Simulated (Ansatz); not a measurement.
Start from Pt in the fcc (Cu type) structure (space group Fm-3m, No. 225; a = 3.9403 Å).

All numbers come from Ansatz (a first-principles code), r2SCAN, PAW, cutoff 500 eV, no SOC.

Before the change:

```
Item       Result
--------  -------
Pressure  0.0 GPa
Band gap     zero
```

One thing is altered: an isotropic linear strain of −2.79 %; the atoms relax in the strained cell.

### Question
What does the calculation give for the pressure after the change?

### Answer
The pressure goes from zero to 29.0 GPa.

### Question
What happens to the energy relative to the base?

### Answer
The energy rises by 103 meV/atom.

### Question
Estimate the effect on the band gap.

### Answer
The band gap is still zero.

Stability against distortions was not tested. All final runs are without spin polarisation.
